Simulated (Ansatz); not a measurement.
# MgO (Fm-3m): band-edge transport data

Input:

```
MgO
1.0
    0.00000     2.10220     2.10220
    2.10220     0.00000     2.10220
    2.10220     2.10220     0.00000
Mg O
1 1
Direct
  0.00000   0.00000   0.00000
  0.50000   0.50000   0.50000
```

These are r2SCAN, rigid bands (plane waves, PAW, scalar-relativistic; Ansatz, a quantum-chemistry and plane-wave program) values and carry that method's errors. How the cell was made: cell and atoms relaxed with r2SCAN.

- band gap: 5.69 eV
- electron conductivity mass (300 K, dilute): 0.37 mₑ
- hole conductivity mass (300 K, dilute): 2.3 mₑ
- effective density of states N_c (300 K): 5.8e18 cm⁻³
- effective density of states N_v (300 K): 2.9e20 cm⁻³
- density-of-states mass, electrons: 0.38 mₑ
- density-of-states mass, holes: 5.2 mₑ
- Seebeck coefficient, n-type 1e19 cm⁻³, 300 K: -178 μV/K
- best n-type power factor at 300 K for τ = 10 fs (best axis; densities from 1e16 to 1e21 cm⁻³ tried, whether or not they can be reached): 2.5 μW/(cm·K²) at 3e19 cm⁻³
- Seebeck coefficient, p-type 1e19 cm⁻³, 300 K: 505 μV/K

Rigid bands; masses and Seebeck coefficients take one relaxation time τ for all states and one kind of carrier; polarons and phonon drag are left out. Spin-orbit coupling is left out.
